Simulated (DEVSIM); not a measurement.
Device: Si p-n junction from an implanted or diffused profile, at 350 K.

| layer (left to right) | material | thickness (μm) | Nd (cm⁻³) | τn (s) | τp (s) |
|---|---|---|---|---|---|
| 1 | Si | 17.0 | 1.5e16 | 0.00021 | 0.00021 |

Added acceptor profile: 1e19 cm⁻³ × exp(−(x − 0 μm)²/(2·(0.11 μm)²)). Left contact: ohmic. Right contact: ohmic. Voltage is applied to the left contact. Recombination: SRH at mid-gap. Mobility is μmin + (μ − μmin)/(1 + (N/Nref)^α).

The device is made up for the run: typed textbook-type constants, with dimensions and the other settings drawn at random. Values at 300 K; Nc and Nv go as T^1.5, mobilities as T to minus their exponent, the gap by Varshni's rule with the affinity fixed. The table also holds parameters that only a changed run uses.

```csv
parameter,Si
gap (eV),1.124
affinity (eV),4.05
permittivity,11.7
Nc (cm⁻³),2.86e19
Nv (cm⁻³),3.1e19
μn (cm²/Vs),1417
μp (cm²/Vs),470
"μn,min",52
"μp,min",45
"Nref,n",9.7e16
"Nref,p",2.2e17
αn,0.68
αp,0.72
T exponent of μn,2.3
T exponent of μp,2.2
Cn (cm⁶/s),2.8e-31
Cp (cm⁶/s),9.9e-32
Varshni α (eV/K),0.000473
Varshni β (K),636
```

Model (solved in DEVSIM): 1D drift-diffusion, Boltzmann statistics, complete ionisation; no tunnelling, impact ionisation, image-force lowering or self-heating.

Base results: dark forward voltage at 1 A/cm² (V) 0.561; potential step across the device at zero bias (V) 0.835; dark forward voltage at 100 A/cm² (V) 0.734.

What follows from this one change: thickness of layer 1 17 → 3.4 μm?

dark forward voltage at 1 A/cm² 0.561 → 0.509 V; potential step across the device at zero bias little changed (0.835 V); dark forward voltage at 100 A/cm² 0.734 → 0.663 V.

What follows from this one change: peak of the profile 1e+19 → 5e+18 cm^-3?

dark forward voltage at 1 A/cm² little changed (0.558 V); potential step across the device at zero bias 0.835 → 0.814 V; dark forward voltage at 100 A/cm² 0.734 → 0.729 V.

What follows from this one change: doping Nd of layer 1 1.5e+16 → 1.5e+17 cm^-3?

dark forward voltage at 1 A/cm² 0.561 → 0.622 V; potential step across the device at zero bias 0.835 → 0.904 V; dark forward voltage at 100 A/cm² 0.734 → 0.770 V.

What follows from this one change: constant mobility in place of the doping-dependent one?

dark forward voltage at 1 A/cm² 0.561 → 0.545 V; potential step across the device at zero bias little changed (0.835 V); dark forward voltage at 100 A/cm² 0.734 → 0.712 V.
